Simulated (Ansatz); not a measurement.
Abridged Ansatz (a quantum-chemistry and plane-wave program) output:

```
Relaxation: its limit of steps is 50 (relax.max_steps)
Pseudopotential: Sn, paw, valence charge 14
Pseudopotential: O, paw, valence charge 6
Crystal: 6 atoms, lattice volume = 74.380 Å³
Basis set: ecut = 420 eV, 1463 PW (Γ), exchange–correlation on 72×72×48 points (8 copies of the dense FFT grid, shifted against one another)
Bands: 32, of which v1, the nominal top of the filled ones, is band 26 counted from 1 (25 counted from 0)
Symmetry: 16 space group operations
k-points: 60 of 490
Functional: x = pbesol(κ = 0.804, μ = 0.12345679012345678), c = pbesol(β = 0.046)
SCF iter   1: F=—  HF=-14143.097076 eV  |F-HF|=—  |Δ(HF+E_count)|=         —  Δρ=1.62e-2  dr2=1.56e-1  ethr=1.77e-3  ⟨swp⟩=6.0  Hψ=8480  notcnv=0  defer=5
SCF iter   2: F=—  HF=-14143.053542 eV  |F-HF|=—  |Δ(HF+E_count)|=   4.35e-2  Δρ=2.56e-3  dr2=2.28e-3  ethr=3.00e-4  ⟨swp⟩=2.1  Hψ=3245  notcnv=0  defer=99
SCF 1 converged in 8 iterations: F = -14143.053476 eV  dr2 = 1.80e-10
relax step   1: F+E_penalty+E_count = -14143.05347617 eV  Δ(F+E_penalty+E_count) = +0.000e0 eV  max|allowed force component| = 4.293e-2 eV/Å  Δτ_max = 0.0000 Å  (8 SCF iters, accepted)
Crystal: 6 atoms, lattice volume = 74.380 Å³
SCF iter   1: F=—  HF=-14143.053800 eV  |F-HF|=—  |Δ(HF+E_count)|=         —  Δρ=3.43e-4  dr2=3.73e-5  ethr=7.01e-8  ⟨swp⟩=2.0  Hψ=6086  notcnv=0  defer=100
SCF iter   2: F=—  HF=-14143.053808 eV  |F-HF|=—  |Δ(HF+E_count)|=   8.73e-6  Δρ=1.82e-4  dr2=1.18e-5  ethr=7.01e-8  ⟨swp⟩=1.0  Hψ=1820  notcnv=0  defer=100
SCF 2 converged in 6 iterations: F = -14143.053804 eV  dr2 = 1.75e-10
relax step   2: F+E_penalty+E_count = -14143.05380359 eV  Δ(F+E_penalty+E_count) = -3.274e-4 eV  max|allowed force component| = 1.326e-2 eV/Å  Δτ_max = 0.0021 Å  (6 SCF iters, accepted)
Crystal: 6 atoms, lattice volume = 74.380 Å³
SCF iter   1: F=—  HF=-14143.053829 eV  |F-HF|=—  |Δ(HF+E_count)|=         —  Δρ=1.53e-4  dr2=7.36e-6  ethr=1.43e-7  ⟨swp⟩=2.4  Hψ=4243  notcnv=0  defer=100
SCF iter   2: F=—  HF=-14143.053839 eV  |F-HF|=—  |Δ(HF+E_count)|=   1.04e-5  Δρ=8.10e-5  dr2=2.37e-6  ethr=1.42e-8  ⟨swp⟩=1.0  Hψ=2400  notcnv=0  defer=100
SCF 3 converged in 5 iterations: F = -14143.053838 eV  dr2 = 5.62e-10
relax step   3: F+E_penalty+E_count = -14143.05383801 eV  Δ(F+E_penalty+E_count) = -3.442e-5 eV  max|allowed force component| = 3.685e-5 eV/Å  Δτ_max = 0.0009 Å  (5 SCF iters, accepted)
SCF converged after 5 iterations
Free energy (F): -14143.053838 eV
Internal energy: -14143.053834 eV  (E = F + TS)
E sigma→0 (E₀):  -14143.053836 eV
Entropy (-TS):   -0.000004 eV (-0.001 meV/atom)
Fermi energy:    9.210886 eV
--- Forces (eV/Å), atoms counted from 1 ---
  atom   1  Sn     0.00000000    -0.00000000     0.00000000
  atom   2  Sn     0.00000000     0.00000000     0.00000000
  atom   3  O     -0.00003685    -0.00003685     0.00000000
  atom   4  O     -0.00003685     0.00003685     0.00000000
  atom   5  O      0.00003685    -0.00003685     0.00000000
  atom   6  O      0.00003685     0.00003685     0.00000000
--- Stress (GPa, compression-positive) ---
       -3.044615       0.000000       0.000000
        0.000000      -3.044615       0.000000
        0.000000       0.000000      -3.967605
  P = ⅓ Tr σ = -3.3523 GPa (-33.523 kbar)
--- Relaxed structure (3 steps of the walk, 3 accepted, 0 SCFs on fresh bases) ---
  atoms:
    - { symbol: Sn, position: [-3.766323623851184e-20, 1.5053253139401273e-35, 0.0] }
    - { symbol: Sn, position: [0.5, 0.5, 0.5] }
    - { symbol: O, position: [0.3067122482945984, 0.3067122482945984, 0.0] }
    - { symbol: O, position: [0.8067122482945984, 0.19328775170540155, 0.5] }
    - { symbol: O, position: [0.19328775170540155, 0.8067122482945984, 0.5] }
    - { symbol: O, position: [0.6932877517054016, 0.6932877517054016, 0.0] }
```

### Question
What was computed, and what are the main results?

### Answer
SnO2, 6 atoms in the cell, with PBEsol, PAW, 420 eV (Ansatz; spin-orbit coupling left out). The last SCF converged to F = -14143.053838 eV, or -2357.1756 eV per atom, at a pressure of -3.35 GPa. The total energy compares only with runs of the same code, potentials and settings.

The cells carry an imposed strain or load. Stability against distortions was not tested. The cell was made from SnO2 in the rutile structure (space group P4_2/mnm, No. 136) by this change: isotropic strain +0.60 %.

Keys are those of Ansatz 0.2.
